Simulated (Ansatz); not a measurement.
The reference is BeS in the zinc blende structure (space group F-43m, No. 216; a = 4.8760 Å).

Level of theory: PBE (Ansatz, a program for electronic structure; PAW; 420 eV plane waves; no SOC).

Before the change:

| Quantity | Result |
|---|---|
| Gap between the host's bands | 3.15 eV |
| Gap character | indirect, Γ → X |

Modification: hole doping at 7.0×10^20 cm⁻³ (0.0203 per cell), with a uniform compensating background at fixed cell and a 300 K Fermi–Dirac width.

Question: Predict the new Fermi level from band edge.

Answer: The Fermi level relative to the doped band's edge (positive inside the band; to 0.05 eV) amounts to +0.10 eV.

Question: What happens to the gap between the host's bands?

Answer: The gap between the host's bands increases by 0.02 eV (3.15 eV → 3.17 eV).

Question: How does this affect the gap character?

Answer: The gap character is still indirect, Γ → X.

Charged cell with a jellium background: band edges are those of the host's band count, energies are not comparable with the neutral cell, and many-body gap narrowing is missing. Whether these cells are dynamically stable was not tested.
